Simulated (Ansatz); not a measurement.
**WS2: stress against strain**

WS2 (2H layered, P6_3/mmc, 17.434 Å³/atom at rest, c along z) under an equal strain ε in the (0001) plane with the normal axis free, as in a coherent film. PBE-D3(BJ) in Ansatz, a plane-wave DFT program (PAW, default set), 420 eV, 12×12×3 Γ-centred mesh, Fermi-Dirac smearing 0.05 eV; ions are relaxed within the symmetry of each cell. Stress is positive for a compressed cell.

Here s stands for strain and y for stress xx.

| strain (%) | stress xx (GPa) |
|---|---|
| -3.00 | ? |
| -1.20 | 3.79 |
| -0.60 | 1.85 |
| 0.00 | 0.00 |
| 0.60 | -1.78 |
| 1.20 | -3.47 |

The 5 complete rows are fitted with a straight line, y against s. Means: s 0, y 0.078. About the means, the sum of products is -10.890 and the sum of squares of s is 3.6000; the slope is their ratio. Least squares gives y = 0.078 - 3.0250·s. Residuals (row less fit): 0.082, -0.043, -0.078, -0.043, 0.082; standard error 0.088 (degrees of freedom: 3). The slope gives the biaxial elastic modulus of this plane = 302 ± 5 GPa.

**Question.** What does the fit predict for y at s = -3.00, and how far is the calculated value from it?

**Answer.** y = 0.078 - 3.0250 × (-3.0) = 9.153 GPa. The calculation gives 10.18 GPa, 1.027 GPa above the prediction (7.5 % of the range of y in the table). The row lies outside the fitted rows, so this is an extrapolation. From the scatter of the fitted rows alone, a prediction at this place has a standard error of 0.169 GPa, so the miss is 6.1 times that.

One order more, fitted to all 11 runs of the series, follows each within 0.02, so the miss is the next term of a smooth law. Rows are the converged runs of the series near zero and its far end; series whose fitted rows scatter by over a few per cent of the range, as at a crossing or softening among them, aren't shown in this form. Most that stay on the fit to the last digits aren't either.
